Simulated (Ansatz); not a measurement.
Band structure of ScIr3 (Pm-3m, 4 atoms in the cell).

```
CELL_PARAMETERS angstrom
      3.84833     0.00000     0.00000
      0.00000     3.84833     0.00000
      0.00000     0.00000     3.84833
ATOMIC_POSITIONS crystal
  Sc 0.00000 0.00000 0.00000
  Ir 0.00000 0.50000 0.50000
  Ir 0.50000 0.00000 0.50000
  Ir 0.50000 0.50000 0.00000
```

Level of theory: LDA (PW92), PAW files made with PBE (plane waves; Ansatz, an electronic-structure program).

Settings: basis.ecutwfc = 420 eV; kpoints.mp_grid.grid = 6 6 6; hamiltonian.xc = lda; hamiltonian.pseudopotentials = {kind: paw} (the program's default PAW files); scf.occupations.method = fermi_dirac; scf.occupations.width = 0.136 eV; kpoints.band_path.npoints = 8.

The starting cell comes from a database of computed structures (which also holds hypothetical and non-ambient phases and stackings), without a prior relaxation at this level. Its lattice was rescaled by a random factor within 2.5 % of one. Spin-orbit coupling is off. Spin polarisation is off.

Levels in eV from the Fermi level, bands 28 to 35:
| point | 28 | 29 | 30 | 31 | 32 | 33 | 34 | 35 |
|---|---|---|---|---|---|---|---|---|
| Γ | 0.18 | 1.63 | 2.20 | 2.20 | 2.20 | 3.15 | 3.15 | 3.15 |
| X | -1.83 | -1.05 | -0.99 | -0.99 | 0.51 | 2.20 | 2.45 | 2.45 |
| M | -1.70 | -1.65 | -1.65 | -0.75 | -0.67 | -0.45 | 3.13 | 3.13 |
| R | -1.26 | -0.14 | 0.98 | 0.98 | 0.98 | 1.63 | 1.63 | 1.63 |

Bands cross the Fermi level along this path, so the cell is metallic at this level.

Keys are those of Ansatz 0.2.
